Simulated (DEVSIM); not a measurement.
Structure: Au/Al2O3/n-Ge capacitor, at 400 K.

Layer 1 from the left is Al2O3, thickness (nm) 11.0. Layer 2 from the left is Ge, thickness (nm) 17000, Nd (cm⁻³) 1.2e15.

Metal gate on the left, work function 5.1 eV. Fixed charge at the semiconductor interface -3e11 cm⁻² (in units of +e); no interface traps.

This is a model device: material constants are rounded textbook-type values typed into the input, and sizes, dopings and lifetimes were drawn at random. Values at 300 K; Nc and Nv go as T^1.5, mobilities as T to minus their exponent, the gap by Varshni's rule with the affinity fixed.

Al2O3: gap (eV) 6.8, affinity (eV) 1.35, permittivity 9. Ge: gap (eV) 0.664, affinity (eV) 4, permittivity 16, Nc (cm⁻³) 1.04e19, Nv (cm⁻³) 6e18, Varshni α (eV/K) 0.000477, Varshni β (K) 235.

**Question.** Estimate by hand the flat-band voltage, the threshold voltage, and compare with a numerical solution.

**Answer.** 
- Flat-band voltage: C = 0.724 μF/cm², work-function difference 0.793 V; VFB = φms − qNf/C = 0.86 V; numerical 0.86 V.
- Threshold voltage: φF = 0.014 V, depletion charge √(4εqNφF) = 3.92e-9 C/cm²; VT = VFB − 2φF − Qd/C = 0.83 V; numerical 0.83 V.

Model (solved in DEVSIM): 1D Poisson equation in equilibrium, Boltzmann statistics, complete ionisation; no quantum confinement or tunnelling. Metal contacts follow the ideal Schottky-Mott rule: no Fermi-level pinning, no interface dipoles.
